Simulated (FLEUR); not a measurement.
Worked example: self-consistent single point of Nb3Sb (Pm-3n, 8 atoms in the cell) in FLEUR.

Level of theory: FLEUR with LDA (Vosko-Wilk-Nusair), all-electron FLAPW (FLEUR), scalar-relativistic valence.

The change in words: lattice scaled by 0.98. Reference geometry:
```yaml
crystal:
  lattice:
    - [5.30247, 0.00000, 0.00000]
    - [0.00000, 5.30247, 0.00000]
    - [0.00000, 0.00000, 5.30247]
  atoms:
    - { symbol: Nb, position: [0.25000, 0.00000, 0.50000] }
    - { symbol: Nb, position: [0.75000, 0.00000, 0.50000] }
    - { symbol: Nb, position: [0.50000, 0.75000, 0.00000] }
    - { symbol: Nb, position: [0.50000, 0.25000, 0.00000] }
    - { symbol: Nb, position: [0.00000, 0.50000, 0.75000] }
    - { symbol: Nb, position: [0.00000, 0.50000, 0.25000] }
    - { symbol: Sb, position: [0.00000, 0.00000, 0.00000] }
    - { symbol: Sb, position: [0.50000, 0.50000, 0.50000] }
```

Reference input (self-consistent single point, DFT, LDA (Vosko-Wilk-Nusair), all-electron FLAPW (FLEUR), scalar-relativistic valence): Kmax = 4.4 1/bohr; GmaxXC = 17.6 1/bohr; xcFunctional = vwn; jspins = 1; l_soc = F; mode = hist; fermiSmearingEnergy = 0.00367493 Htr; mesh (inpgen div1-3) = 5 5 5; inpgen gamma flag = false; Gmax = 17.6 1/bohr; numbands = 0; maxIterBroyd = 40. This run's input differs from it in these lines:

```diff
@@ -3,5 +3,5 @@
 &input film=f /
-5.3024700000 0.0000000000 0.0000000000
-0.0000000000 5.3024700000 0.0000000000
-0.0000000000 0.0000000000 5.3024700000
+5.1964210000 0.0000000000 0.0000000000
+0.0000000000 5.1964210000 0.0000000000
+0.0000000000 0.0000000000 5.1964210000
 1.8897261246
@@ -50,5 +50,5 @@
          <bravaisMatrix>
-            <row-1>   10.0202160839077603     0.0000000000000000     0.0000000000000000</row-1>
-            <row-2>    0.0000000000000000    10.0202160839077603     0.0000000000000000</row-2>
-            <row-3>    0.0000000000000000     0.0000000000000000    10.0202160839077603</row-3>
+            <row-1>    9.8198125181200560     0.0000000000000000     0.0000000000000000</row-1>
+            <row-2>    0.0000000000000000     9.8198125181200560     0.0000000000000000</row-2>
+            <row-3>    0.0000000000000000     0.0000000000000000     9.8198125181200560</row-3>
          </bravaisMatrix>
```

The program printed (abridged):

```
 Iteration:     1   Distance:      10.93897896 me/bohr^3
 Iteration:     2   Distance:      10.03661319 me/bohr^3
 Iteration:     3   Distance:       3.92582418 me/bohr^3
 Iteration:     4   Distance:       2.09514056 me/bohr^3
 Iteration:     5   Distance:       1.11982790 me/bohr^3
   [... 7 lines left out ...]
 Iteration:    13   Distance:       0.00018588 me/bohr^3
 Iteration:    14   Distance:       0.00002709 me/bohr^3
 Iteration:    15   Distance:       0.00002745 me/bohr^3
 Iteration:    16   Distance:       0.00000041 me/bohr^3
 Run finished successfully
 Stop message:
   Structural relaxation: Done

[file out, last iteration]
             iter=     17
[...]
          total density-effective poten   -5.8704361228E+04
          total charge density-energy d   -1.0211396290E+03
 Updated energy parameters for spin:           1
[...]
 fermi energy and band-weighting factors:
   [... 8 lines left out ...]

[...]
FERMIE:
          first approx. to ef    (T=0)  :   0.564063 htr   (energy of the highest occ. eigenvalue)
          number of occ. states  (T=0)  :        541
          first approx. to seigv (T=0)  : -29.038063 htr
          sum of weights of occ. states :  54.032000
          sum of semicore charge        :   0.000000 e
FERHIS:  Fermi-Energy by histogram:
          bandgap                     :   0.004020 htr
   [... lines left out ...]
          charge neutrality (T=0)     :   0.064000    (zero if the highest occ. eigenvalue is "entirely" occupied)
     EF_NEWTON:  Adjust Fermi-Energy by Newton-Method.
 Direct bandgap for spin            1 :    5.5678641582761479E-003  Htr
 ---->    free energy=                    -35855.2846126233 htr
   [... lines left out ...]
      extrapolation for T->0
 ---->    total electron energy=          -35855.2819624721 htr
 ***** TOTAL FORCES ON ATOMS *****
 TOTAL FORCE FOR ATOM TYPE=  1  X=  2.455   Y=  0.000   Z=  4.910
                       FX_TOT= 0.000000 FY_TOT= 0.000000 FZ_TOT= 0.000000
 TOTAL FORCE FOR ATOM TYPE=  2  X=  0.000   Y=  0.000   Z=  0.000
                       FX_TOT= 0.000000 FY_TOT= 0.000000 FZ_TOT= 0.000000
 Structural relaxation: Done
```

The run converged in 16 iterations. FLEUR gives forces in its relaxation mode, with a further iteration, so its stop message speaks of a relaxation. Against the reference run the free energy goes down by 31.3 meV/atom.

The starting cell comes from a database of computed structures (which also holds hypothetical and non-ambient phases and stackings), without a prior relaxation at this level. Its lattice was rescaled by a random factor within 2.5 % of one. For this run, on top of that: lattice scaled by 0.98. Spin-orbit coupling is off. Spin polarisation is off. Values depend on the basis (sphere radii, cutoffs, local orbitals), which need not be converged. The log's line on a gap gives a spacing of levels on this mesh, which the program prints for metals too.

Cost on one core of a shared machine: roughly 7 min.
